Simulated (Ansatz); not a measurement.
The reference is BaTiO3 (space group P4mm, No. 99; a = 3.9554 Å, c = 4.0442 Å). Axes: x, y, z lie along a, b, c of the conventional cell.

Levels (all Ansatz, an electronic-structure program, PAW): PBEsol (420 eV, no spin-orbit coupling); r2SCAN (500 eV, without spin-orbit coupling).

Its gap is 1.85 eV with PBEsol and 2.26 eV with r2SCAN.

Perturbation: the symmetric strain tensor [0.0023 -0.0099 0.0032; -0.0099 -0.0063 0.0132; 0.0032 0.0132 0.0102], atoms relaxed at fixed cell.

With PBEsol the gap becomes 2.01 eV.

Q: If the r2SCAN correction stayed the same, what would the r2SCAN gap be, and what does the r2SCAN run give?

A: A rigid correction of +0.41 eV gives 2.42 eV. The r2SCAN run gives 2.42 eV, so the two effects roughly add.

Single points use the geometry relaxed with PBEsol. Stability against distortions was not tested. All final runs are without spin polarisation.
